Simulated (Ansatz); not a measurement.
System: CsCl-type ScIr. Method: PBEsol in Ansatz (PAW).

Numerical settings: plane-wave cutoff 520 eV, 18×18×18 k mesh, Fermi–Dirac smearing 0.05 eV, no spin polarisation, scalar-relativistic PAW data made under PBE.

Cell (relaxed at this level):

```xyz
2
Lattice="3.1888 0.0000 0.0000 0.0000 3.1888 0.0000 0.0000 0.0000 3.1888" Properties=species:S:1:pos:R:3 pbc="T T T"
Sc     1.5944     1.5944     1.5944
Ir     0.0000     0.0000     0.0000
```

Predict the bulk modulus.


bulk modulus: 184 GPa

The run finds no gap.

Note: the bulk modulus is −V dP/dV from two relaxed cells at ±2 % in volume.

Spin–orbit coupling is not included.

The computed numbers hold no vibrational or temperature effects.

Ansatz is an electronic-structure program.
